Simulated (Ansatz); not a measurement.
This Ansatz (a first-principles code) input is the reference run, MgTe in the wurtzite structure (space group P6_3mc, No. 186), computed with plane-wave PAW DFT at the LDA level (Ansatz, 420 eV), no spin-orbit coupling:

Ansatz 0.2 input:
```yaml
crystal:
  lattice:
    - [4.5088988135, 0, 0]
    - [-2.2544494067, 3.9048209156, 0]
    - [0, 0, 7.3376994436]
  atoms:
    - { symbol: Mg, position: [0.3333333333, 0.6666666667, 0.9997715944] }
    - { symbol: Mg, position: [0.6666666667, 0.3333333333, 0.4997715944] }
    - { symbol: Te, position: [0.3333333333, 0.6666666667, 0.3762284056] }
    - { symbol: Te, position: [0.6666666667, 0.3333333333, 0.8762284056] }
basis: { ecutwfc: 420, ecutrho_ratio: 4, xc_grid: 2, fft_grid_basis: typed }
kpoints: { mp_grid: { grid: [9, 9, 5] } }
hamiltonian:
  xc: lda
  dispersion: none
  pseudopotentials: { kind: paw }
scf: { occupations: { method: fermi_dirac, width: 0.05 }, convergence: { dr2_threshold: 0.0000000004 } }
output: { forces: true, stress: true }
checkpoint: { write: state.ck, write_every: 1000 }
```

Problem. Write the input for this change: tensile biaxial strain of 0.60 % in the plane normal to [001], as in epitaxy on a mismatched substrate; the out-of-plane cell vector and the atoms relax.

Solution. 
Ansatz 0.2 input:
```yaml
crystal:
  lattice:
    - [4.5359522064, 0, 0]
    - [2.2679761032, 3.9282498411, 0]
    - [0, 0, 7.3156863453]
  atoms:
    - { symbol: Mg, position: [0.3333333333, 0.3333333333, 0.9997715944] }
    - { symbol: Mg, position: [0.6666666667, 0.6666666667, 0.4997715944] }
    - { symbol: Te, position: [0.3333333333, 0.3333333333, 0.3762284056] }
    - { symbol: Te, position: [0.6666666667, 0.6666666667, 0.8762284056] }
basis: { ecutwfc: 420, ecutrho_ratio: 4, xc_grid: 2, fft_grid_basis: typed }
kpoints: { mp_grid: { grid: [9, 9, 5] } }
hamiltonian:
  xc: lda
  dispersion: none
  pseudopotentials: { kind: paw }
scf: { occupations: { method: fermi_dirac, width: 0.05 } }
relax: { f_tol: 0.005, max_steps: 50, cell: { stress_tol: 0.01, fix: [a, b, gamma] } }
output: { forces: true, stress: true }
checkpoint: { write: state.ck, write_every: 1000 }
```
This is the input that was run; other choices of cell and start would serve too.

No phonon test of stability was made.
